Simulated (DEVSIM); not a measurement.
Device: Schottky contact on n-type Si, at 300 K.

```csv
layer (left to right),material,thickness (μm),Nd (cm⁻³),τn (s),τp (s)
1,Si,2.80,1.7e15,2.1e-5,2.1e-5
```

Left contact: Schottky, work function 5.01 eV, emission velocity 5.3e6 cm/s. Right contact: ohmic. Voltage is applied to the left contact. Recombination: SRH at mid-gap, Auger. Mobility is constant in doping.

This is a model device: material constants are rounded textbook-type values typed into the input, and sizes, dopings and lifetimes were drawn at random. Values at 300 K.

| parameter | Si |
|---|---|
| gap (eV) | 1.124 |
| affinity (eV) | 4.05 |
| permittivity | 11.7 |
| Nc (cm⁻³) | 2.86e19 |
| Nv (cm⁻³) | 3.1e19 |
| μn (cm²/Vs) | 1417 |
| μp (cm²/Vs) | 470 |
| Cn (cm⁶/s) | 2.8e-31 |
| Cp (cm⁶/s) | 9.9e-32 |

Simulated with DEVSIM: 1D drift-diffusion, Boltzmann statistics, complete ionisation; no tunnelling, impact ionisation, image-force lowering or self-heating. Metal contacts follow the ideal Schottky-Mott rule: no Fermi-level pinning, no interface dipoles.

Q: Tabulate band edges, carrier densities and field at zero bias.

A: Energies count from the Fermi level of the right contact; mesh points crowd at the junctions.

| x (μm) | Ec (eV) | Ev (eV) | n (cm⁻³) | p (cm⁻³) | field (V/cm) |
|---|---|---|---|---|---|
| 0.000 | 0.960 | -0.164 | 2100 | 5.4e16 | -28000 |
| 0.01062 | 0.934 | -0.190 | 5900 | 2.0e16 | -22000 |
| 0.02586 | 0.902 | -0.222 | 20000 | 5.8e15 | -19000 |
| 0.04773 | 0.862 | -0.262 | 95000 | 1.2e15 | -18000 |
| 0.08775 | 0.793 | -0.331 | 1300000 | 8.7e13 | -16000 |
| 0.1365 | 0.716 | -0.408 | 2.7e7 | 4.4e12 | -15000 |
| 0.2065 | 0.616 | -0.508 | 1.3e9 | 9.2e10 | -13000 |
| 0.3492 | 0.452 | -0.672 | 7.2e11 | 1.6e8 | -9600 |
| 0.5117 | 0.331 | -0.793 | 7.8e13 | 1500000 | -5400 |
| 0.7447 | 0.263 | -0.861 | 1.1e15 | 110000 | -1100 |
| 1.079 | 0.252 | -0.872 | 1.7e15 | 70000 | -45 |
| 1.611 | 0.252 | -0.872 | 1.7e15 | 68000 | ≈ 0 |
| 1.979 | 0.252 | -0.872 | 1.7e15 | 68000 | ≈ 0 |
| 2.235 | 0.252 | -0.872 | 1.7e15 | 68000 | ≈ 0 |
| 2.460 | 0.252 | -0.872 | 1.7e15 | 68000 | ≈ 0 |
| 2.571 | 0.252 | -0.872 | 1.7e15 | 68000 | ≈ 0 |
| 2.647 | 0.252 | -0.872 | 1.7e15 | 68000 | ≈ 0 |
| 2.701 | 0.252 | -0.872 | 1.7e15 | 68000 | ≈ 0 |
| 2.745 | 0.252 | -0.872 | 1.7e15 | 68000 | ≈ 0 |
| 2.769 | 0.252 | -0.872 | 1.7e15 | 68000 | ≈ 0 |
| 2.786 | 0.252 | -0.872 | 1.7e15 | 68000 | ≈ 0 |
| 2.800 | 0.252 | -0.872 | 1.7e15 | 68000 | ≈ 0 |
